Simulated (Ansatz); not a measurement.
Base system: Te (space group P3_121, No. 152; a = 4.5211 Å, c = 5.9549 Å; made of chains). Axes: x lies along a and z along c of the hexagonal cell.

Calculations: PBE (Ansatz, a quantum-chemistry and plane-wave program; PAW; 420 eV plane waves; spin-orbit coupling left out), earlier PAW set.

Perturbation: the cell is compressed by 0.79 % along z with no lateral relaxation; the atoms relax in the strained cell.

Question: Predict the stress tensor and what it implies for the stiffness.

Answer: Stress of the strained cell less that of the base (GPa, compression positive):
```
   0.16    0.00    0.00
   0.00    0.16    0.00
   0.00    0.00    0.50
```

Then −Δσ_ii/ε with ε = -0.0079 gives relaxed-ion elastic constants: C33 ≈ 63 GPa.

Whether these cells are dynamically stable was not tested. No dispersion term is included, though the crystal is made of layers, chains or molecules, so its spacings can come out too wide.
